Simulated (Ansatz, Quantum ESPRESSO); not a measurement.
A Quantum ESPRESSO input for a relaxation of cell and atoms of Ag (Fm-3m, 1 atom in the cell) (DFT, PBE, plane waves, PseudoDojo standard norm-conserving (PBE) pseudopotentials):

```fortran
&control
 calculation = 'vc-relax',
 prefix = 'Ag',
 outdir = './tmp',
 pseudo_dir = './',
/
&system
 ibrav = 0,
 celldm(1) = 5.50743652,
 nat = 1,
 ntyp = 1,
 ecutwfc = 85,
 occupations = 'smearing',
 smearing = 'gauss',
 degauss = 0.019992,
/
&electrons
 conv_thr = 1.0d-9,
 mixing_beta = 0.5,
/
&ions
/
&cell
/
ATOMIC_SPECIES
Ag   107.8682  Ag.upf
ATOMIC_POSITIONS bohr
Ag    0.00000000    0.00000000    0.00000000
K_POINTS automatic
9 9 9  0 0 0
CELL_PARAMETERS alat
   0.00000000     0.70710678     0.70710678
   0.70710678     0.00000000     0.70710678
   0.70710678     0.70710678     0.00000000
```

Problem. Give the Ansatz (a program for electronic structure) input for the same structure, mesh, smearing and functional.

Solution. This is the input that was run; spellings and numerical settings could be chosen otherwise.

Ansatz 0.2 input:
```yaml
crystal:
  lattice:
    - [0.000000, 2.060799, 2.060799]
    - [2.060799, 0.000000, 2.060799]
    - [2.060799, 2.060799, 0.000000]
  atoms:
    - { symbol: Ag, position: [0.000000, 0.000000, 0.000000] }
kpoints:
  mp_grid:
    grid: [9, 9, 9]
hamiltonian:
  xc: pbe
  pseudopotentials:
    kind: paw
scf:
  occupations:
    method: gaussian
    width: 0.272 eV
relax:
  cell: {}
output:
  forces: true
  eigenvalues: true
  stress: true
```

Basis settings and potentials, where a program has them, do not carry over. This input uses DFT, PBE, plane waves, default PAW files.

The starting cell comes from a database of computed structures (which also holds hypothetical and non-ambient phases and stackings), without a prior relaxation at this level. Its lattice was rescaled by a random factor within 2.5 % of one.
